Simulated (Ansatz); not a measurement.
LaTiO2N (I2₁2₁2₁, No. 24, 10 atoms in the cell; start mp-1222738)

Level of theory: LDA in Ansatz (PAW).

Numerical settings: plane-wave cutoff 520 eV, 8×8×8 k mesh, Fermi–Dirac smearing 0.01 eV, no spin polarisation, scalar-relativistic PAW data made under PBE.

Cell (relaxed at this level):

```yaml
crystal:
  lattice:
    - [-2.76325, 2.78120, 3.82752]
    - [2.76325, -2.78120, 3.82752]
    - [2.76325, 2.78120, -3.82752]
  atoms:
    - { symbol: La, position: [0.99329, 0.75000, 0.74329] }
    - { symbol: La, position: [0.50671, 0.25000, 0.75671] }
    - { symbol: Ti, position: [0.25000, 0.51808, 0.26808] }
    - { symbol: Ti, position: [0.75000, 0.98192, 0.23192] }
    - { symbol: N, position: [0.96417, 0.71417, 0.25000] }
    - { symbol: N, position: [0.53583, 0.78583, 0.75000] }
    - { symbol: O, position: [0.42557, 0.75000, 0.17557] }
    - { symbol: O, position: [0.07443, 0.25000, 0.32443] }
    - { symbol: O, position: [0.95470, 0.20470, 0.75000] }
    - { symbol: O, position: [0.54530, 0.29530, 0.25000] }
```

```json
{
  "band_gap": "1.27 eV",
  "smallest_direct_gap_on_the_k_points_sampled": "1.33 eV",
  "Γ–Γ gap": "1.37 eV"
}
```

Spin–orbit coupling is not included.

The result took about 2.7 core-minutes (a rough figure).

A start named mp-… is a Materials Project structure, which need not be a measured phase.

Ansatz is a quantum-chemistry and plane-wave program.
